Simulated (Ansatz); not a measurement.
The starting structures come from a database of crystals and need not be the phases stable at ambient conditions.

 Where the default PAW files enter, the runs use the earlier of Ansatz's two default sets.

By PBEsol, the system below comes out a metal.

A figure of merit of an interconnect metal is its ballistic conductance per area.

Consider the following.

```yaml
crystal:
  lattice:
    - [3.05056, 0.00000, 0.00000]
    - [0.00000, 11.69063, 0.00000]
    - [1.52528, 0.00000, 2.64187]
  atoms:
    - { symbol: Nb, position: [0.66667, 0.12285, 0.66667] }
    - { symbol: Nb, position: [0.33333, 0.87715, 0.33333] }
    - { symbol: Nb, position: [0.33333, 0.62285, 0.33333] }
    - { symbol: Nb, position: [0.66667, 0.37715, 0.66667] }
    - { symbol: N, position: [0.00000, 0.00000, 0.00000] }
    - { symbol: N, position: [0.00000, 0.50000, 0.00000] }
    - { symbol: N, position: [0.66667, 0.75000, 0.66667] }
    - { symbol: N, position: [0.33333, 0.25000, 0.33333] }
```

Space group of this cell: P6_3/mmc. The cell is strained (all lengths scaled by 1.02); by PBEsol its mean pressure is -27.9 GPa.

The current flows along the normal of the first two printed cell vectors, the (100) plane of the conventional cell. No spin-orbit coupling; the value is a mean over 0.1 eV about the Fermi level.

### Question
State the ballistic conductance per area according to Ansatz (a program for electronic structure) with PBEsol.

### Answer
0.62 × 10¹⁵ S/m² for both spins.
